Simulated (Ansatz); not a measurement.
C (I4_1/amd), r2SCAN, rigid bands (Ansatz, a first-principles code): Condition of this run: uniaxial stress along [001] of -33 GPa (compression positive) (the target of the relaxation). band gap 3.84 eV, N_c = 3.40e19 cm⁻³ and N_v = 1.82e19 cm⁻³ at 300 K, conductivity masses along x (a = (0.00, 1.77, 1.83) Å; b = (1.77, 0.00, 1.83) Å; c = (1.77, 1.77, 0.00) Å) of 0.469 mₑ (electrons) and 0.444 mₑ (holes). Take k_BT = 0.02585 eV.

Question: Find the intrinsic carrier density and the intrinsic Fermi level.

Answer: n_i = √(N_c N_v) exp(−E_g/2k_BT) = 2.49e19 × exp(−74.27) = 1.4e-13 cm⁻³. The level lies (k_BT/2) ln(N_v/N_c) = -8 meV from mid-gap (positive towards the conduction band). Each 0.1 eV added to the gap lowers n_i by a factor of 6.9.

Question: What thermal injection velocity √(2k_BT/πm) limits a ballistic channel along the direction named?

Answer: 7.86e6 cm/s for electrons and 8.07e6 cm/s for holes, a ratio of √(m_h/m_e) = 0.973, for dilute carriers.

Question: What built-in voltage has an abrupt junction with N_A = 1e16 and N_D = 1e18 cm⁻³, all dopants ionised?

Answer: V_bi = E_g/e − (k_BT/e) ln(N_c N_v/(N_A N_D)) = 3.84 − 0.02585 × 11.03 = 3.55 V. It follows the computed gap one for one.

Rigid, parabolic bands with the computed gap; masses take one relaxation time for all states. Spin-orbit coupling is left out. Geometry: cell and atoms relaxed with PBEsol.
